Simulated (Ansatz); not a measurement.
The reference is Ti in the hcp (Mg type) structure (space group P6_3/mmc, No. 194; a = 2.939 Å, c = 4.654 Å; relaxed with 0.1 eV smearing).

(Cell as relaxed with PBE.)

Levels (all Ansatz, a first-principles code, PAW, earlier PAW set): PBE (420 eV, no spin-orbit coupling); r2SCAN (500 eV, no spin-orbit coupling).

Each level relaxes its own structure.

```json
[
 {"base": "volume per atom", "PBE": "17.41 Å³", "r2SCAN": "17.33 Å³"},
 {"base": "lattice parameter a", "PBE": "2.939 Å", "r2SCAN": "2.937 Å"},
 {"base": "band gap", "PBE": "zero", "r2SCAN": "zero"}
]
```

It is then changed as follows: the cell is scaled by 1.0431 in all directions; the atoms relax in the strained cell.

| quantity | PBE | r2SCAN |
|---|---|---|
| energy relative to the base (free energy F) | +90 meV/atom | +95 meV/atom |
| pressure (mean of the normal stresses, compression positive) | -11.1 GPa | -11.8 GPa |
| band gap | zero | zero |

PBE's energy relative to the base lies 4.6 meV/atom below r2SCAN's; PBE's pressure lies 0.7 GPa above r2SCAN's; the two agree on the band gap. Neither level is exact; r2SCAN is the comparison here, not a measurement.

Whether these cells are dynamically stable was not tested. All final runs are without spin polarisation.
